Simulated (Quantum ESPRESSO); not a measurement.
A self-consistent single point of ZrGa5Co (P4/mmm, 7 atoms in the cell) with Quantum ESPRESSO.

Level of theory: PBEsol, PseudoDojo standard norm-conserving (PBESOL) pseudopotentials (plane waves; Quantum ESPRESSO).

The change in words: lattice scaled by 0.98. Reference geometry:
```yaml
crystal:
  lattice:
    - [4.10605, 0.00000, 0.00000]
    - [0.00000, 4.10605, 0.00000]
    - [0.00000, 0.00000, 6.57231]
  atoms:
    - { symbol: Zr, position: [0.00000, 0.00000, 0.00000] }
    - { symbol: Ga, position: [0.00000, 0.50000, 0.30543] }
    - { symbol: Ga, position: [0.00000, 0.50000, 0.69457] }
    - { symbol: Ga, position: [0.50000, 0.00000, 0.30543] }
    - { symbol: Ga, position: [0.50000, 0.00000, 0.69457] }
    - { symbol: Ga, position: [0.50000, 0.50000, 0.00000] }
    - { symbol: Co, position: [0.00000, 0.00000, 0.50000] }
```

Reference input (self-consistent single point, DFT, PBEsol, plane waves, PseudoDojo standard norm-conserving (PBESOL) pseudopotentials): ecutwfc = 100 Ry; occupations = smearing; smearing = fermi-dirac; degauss = 0.0073499 Ry; potentials = {Zr: Zr.upf, Ga: Ga.upf, Co: Co.upf}; K_POINTS = automatic 5 5 3 0 0 0; conv_thr = 1e-09 Ry. This run's input differs from it in these lines:

```diff
@@ -25,8 +25,8 @@
 Zr    0.0000000000    0.0000000000    0.0000000000
-Ga    0.0000000000    2.0530250000    2.0073806433
-Ga    0.0000000000    2.0530250000    4.5649293567
-Ga    2.0530250000    0.0000000000    2.0073806433
-Ga    2.0530250000    0.0000000000    4.5649293567
-Ga    2.0530250000    2.0530250000    0.0000000000
-Co    0.0000000000    0.0000000000    3.2861550000
+Ga    0.0000000000    2.0119645000    1.9672330915
+Ga    0.0000000000    2.0119645000    4.4736309085
+Ga    2.0119645000    0.0000000000    1.9672330915
+Ga    2.0119645000    0.0000000000    4.4736309085
+Ga    2.0119645000    2.0119645000    0.0000000000
+Co    0.0000000000    0.0000000000    3.2204320000
 K_POINTS automatic
@@ -34,5 +34,5 @@
 CELL_PARAMETERS bohr
-   7.7593099540     0.0000000000     0.0000000000
-   0.0000000000     7.7593099540     0.0000000000
-   0.0000000000     0.0000000000    12.4198659061
+   7.6041237549     0.0000000000     0.0000000000
+   0.0000000000     7.6041237549     0.0000000000
+   0.0000000000     0.0000000000    12.1714689660
```

Output (repeated stretches shortened):

```
     Self-consistent Calculation

     iteration #  1     ecut=   100.00 Ry     beta= 0.70

     total energy              =   -1169.21155666 Ry
     estimated scf accuracy    <       1.92645955 Ry

     iteration #  2     ecut=   100.00 Ry     beta= 0.70

     total energy              =   -1167.50863591 Ry
     estimated scf accuracy    <      59.37739194 Ry

     iteration #  3     ecut=   100.00 Ry     beta= 0.70

     total energy              =   -1170.39167114 Ry
     estimated scf accuracy    <       1.63008128 Ry

   [... 8 blocks of this kind left out ...]

     iteration # 12     ecut=   100.00 Ry     beta= 0.70

     total energy              =   -1170.59538212 Ry
     estimated scf accuracy    <          3.1E-09 Ry

     iteration # 13     ecut=   100.00 Ry     beta= 0.70
     End of self-consistent calculation

     the Fermi energy is    15.6299 ev

!    total energy              =   -1170.59538212 Ry
     estimated scf accuracy    <          2.0E-10 Ry
     smearing contrib. (-TS)   =      -0.00921510 Ry
     internal energy E=F+TS    =   -1170.58616702 Ry

     convergence has been achieved in  13 iterations

     Forces acting on atoms (cartesian axes, Ry/au):

     atom    1 type  1   force =     0.00000000    0.00000000    0.00000000
     atom    2 type  2   force =     0.00000000    0.00000000   -0.00875117
     atom    3 type  2   force =     0.00000000    0.00000000    0.00875117
     atom    4 type  2   force =     0.00000000    0.00000000   -0.00875117
     atom    5 type  2   force =     0.00000000    0.00000000    0.00875117
   [... lines left out ...]

     Total force =     0.017502     Total SCF correction =     0.000085

          total   stress  (Ry/bohr**3)                   (kbar)     P=       68.49
   0.00042919   0.00000000   0.00000000           63.14        0.00        0.00
   0.00000000   0.00042919   0.00000000            0.00       63.14        0.00
   0.00000000   0.00000000   0.00053829            0.00        0.00       79.18

   JOB DONE.
```

The run converged in 13 iterations. Against the reference run the free energy rises by 15.2 meV/atom, the pressure goes from -1.19 to 6.85 GPa and the largest force goes from 0.082 to 0.225 eV/Å.

The starting cell comes from a database of computed structures (which also holds hypothetical and non-ambient phases and stackings), without a prior relaxation at this level. For this run, on top of that: lattice scaled by 0.98. Spin polarisation is off. With a pressure of about 7 GPa the cell is away from its equilibrium volume at this level.

Cost on one core of a shared machine: roughly 2 min.
